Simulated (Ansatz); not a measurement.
Cubic perovskite BaHfO3, treated with PBE in Ansatz (plane waves, PAW).

Run with plane-wave cutoff 520 eV, 8×8×8 k mesh, perturbation theory, force constants from a 4×4×4 q mesh, scalar-relativistic PAW data made under PBE.

Question: Give the computed high-frequency dielectric constant, static dielectric constant and zero-point energy.

Answer: 
- high-frequency dielectric constant: 4.67
- static dielectric constant: 50.3
- zero-point energy: 0.049 eV/atom

Spin–orbit coupling is not included.

Computing time: around 90 core-minutes (rough).

Ansatz is a quantum-chemistry and plane-wave program.
